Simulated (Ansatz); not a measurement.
## Cubic perovskite BaHfO3

Level of theory: r²SCAN (PAW; Ansatz, a program for electronic structure).

Numerical settings: plane-wave cutoff 500 eV, 8×8×8 k mesh, gaussian smearing 0.02 eV, scalar-relativistic PAW data made under PBE.

Cell: relaxed at this level.

```json
{
  "equilibrium_volume_per_atom": "14.58 Å³/atom",
  "equilibrium_lattice_constant_a": "4.177 Å",
  "band_gap": "4.19 eV (on the SCF k mesh)"
}
```

Measured, for comparison: equilibrium volume per atom 14.51 Å³/atom (room temperature, no zero-point or thermal correction; as tabulated in Zhao et al. (2008), arXiv:0809.3506); lattice constant a 4.171 Å (room temperature, no zero-point or thermal correction, our sources range from 4.171 to 4.180; as tabulated in Zhao et al. (2008), arXiv:0809.3506). Computed (rounded) less measured: equilibrium volume per atom +0.5 %, lattice constant a +0.1 % (inside the range of the sources held).

Spin–orbit coupling is not included.

Static lattice: no zero-point or thermal effects.

The result took around 24 core-seconds (rough).
